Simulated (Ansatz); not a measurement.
Base system: Al2Au (space group Fm-3m, No. 225; a = 6.003 Å; relaxed with 0.1 eV smearing). Axes: x, y, z lie along the cube axes.

Method: PBEsol/PAW in Ansatz (an electronic-structure program), without spin-orbit coupling.

Strains are applied to the cell and any free atomic positions relax.

One change was made to it. Results:

```csv
quantity,base,after
"pressure (mean of the normal stresses, compression positive)",0.0 GPa,-0.6 GPa
energy relative to the base (free energy F),0 meV/atom,+0.2 meV/atom
```

**Question.** What was done to the base?
(A) uniaxial strain ε_zz = +0.50 %
(B) uniaxial strain ε_zz = +1.50 %
(C) uniaxial strain ε_zz = −2.50 %

**Answer.** A, uniaxial strain ε_zz = +0.50 %. For comparison, the energy relative to the base in the other runs: uniaxial strain ε_zz = −2.50 % gives +5.7 meV/atom; uniaxial strain ε_zz = +1.50 % gives +1.9 meV/atom.

Stability against distortions was not tested.
